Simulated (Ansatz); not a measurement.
Short convergence ladders for MgB₂ (P6mm, 3 atoms in the cell)

```
CELL_PARAMETERS angstrom
      1.55272    -2.68940     0.00000
      1.55272     2.68940     0.00000
      0.00000     0.00000     3.53760
ATOMIC_POSITIONS crystal
  Mg 0.00000 0.00000 0.01413
  B  0.33333 0.66667 0.50000
  B  0.66667 0.33333 0.50000
```

Base method: PBEsol, default PAW files made with PBE (plane waves; Ansatz, a program for electronic structure).

Base settings: basis.ecutwfc = 420 eV; kpoints.mp_grid.grid = 12 12 9; hamiltonian.xc = pbesol; hamiltonian.pseudopotentials = {kind: paw} (the program's default PAW files); scf.occupations.method = fermi_dirac; scf.occupations.width = 0.1 eV.

The count of work is k-points × plane waves × bands × iterations; it is no time. 

**The width of Fermi-Dirac smearing**

In this ladder: kpoints.mp_grid.grid = 20 20 15.

Narrow widths need finer meshes than wide ones, so the last steps can hold mesh noise.

Only quantities that move along the ladder and can be compared are tabulated; pressure and forces are left out, as mesh noise rules them at narrow widths.

```tsv
scf.occupations.width	free energy less the last step's (meV/atom)	energy extrapolated to zero width less the last step's (meV/atom)
1 eV	-335.79	1.07
0.5 eV	-84.17	-3.79
0.3 eV	-29.29	-1.35
0.2 eV	-11.29	-0.40
0.1 eV	0.00	0.00
```

Widest scf.occupations.width that holds the free energy within 5 meV/atom: not settled: the last two steps still differ by 11 meV/atom, over half the tolerance, so the ladder does not show it.

Widest scf.occupations.width that holds the energy extrapolated to zero width within 2 meV/atom of the last step, with all finer ones: 0.3 eV; the step before is off by 3.8 meV/atom.

The extrapolation to zero width removes most of the smearing's effect on the energy.

**The width of Methfessel-Paxton smearing**

In this ladder: kpoints.mp_grid.grid = 20 20 15; scf.occupations.method = methfessel_paxton.

Narrow widths need finer meshes than wide ones, so the last steps can hold mesh noise.

Only quantities that move along the ladder and can be compared are tabulated; pressure and forces are left out, as mesh noise rules them at narrow widths.

| scf.occupations.width | free energy less the last step's (meV/atom) |
|---|---|
| 1 eV | -1.68 |
| 0.5 eV | -0.29 |
| 0.3 eV | -0.03 |
| 0.2 eV | 0.01 |
| 0.1 eV | -0.01 |
| 0.05 eV | 0.00 |

Widest scf.occupations.width that holds the free energy within 0.5 meV/atom of the last step, with all finer ones: 0.5 eV; the step before is off by 1.7 meV/atom.

**The mesh under tetrahedron occupations**

In this ladder: scf.occupations.method = tetrahedron; scf.occupations.width = default.

Only quantities that move along the ladder and can be compared are tabulated.

```csv
kpoints.mp_grid.grid,free energy less the last step's (meV/atom),largest difference of a force vector from the last step's (eV/Å),count of work / last
5 5 4,1.26,0.018,0.016
6 6 5,-5.07,0.010,0.022
8 8 6,-1.72,0.006,0.042
10 10 7,-0.31,0.003,0.058
12 12 9,-0.03,0.002,0.099
15 15 11,0.03,0.001,0.17
18 18 14,0.11,0.001,0.31
23 23 17,-0.02,0.000,0.53
28 28 22,0.00,0.000,1.0
```

Coarsest kpoints.mp_grid.grid that holds the free energy within 1 meV/atom of the last step, with all finer ones: 10 10 7, at 0.058 of the last step's count of work; the step before is off by 1.7 meV/atom.

Coarsest kpoints.mp_grid.grid that holds the forces within 0.005 eV/Å of the last step, with all finer ones: 10 10 7, at 0.058 of the last step's count of work; the step before is off by 0.006 eV/Å.

On the base run: the starting cell has typed, rounded lattice constants, without a prior relaxation at this level. Its lattice was rescaled by up to half a per cent. One atom was moved a little off its site on purpose. In the base run, with a pressure of about -6 GPa the cell is away from its equilibrium volume at this level. Ansatz's pressure includes its estimate of the finite-basis (Pulay) stress.

Left out of this page: 4 runs of the series outside the window shown, repeating another row's setting, or not comparable.

Keys are those of Ansatz 0.2.
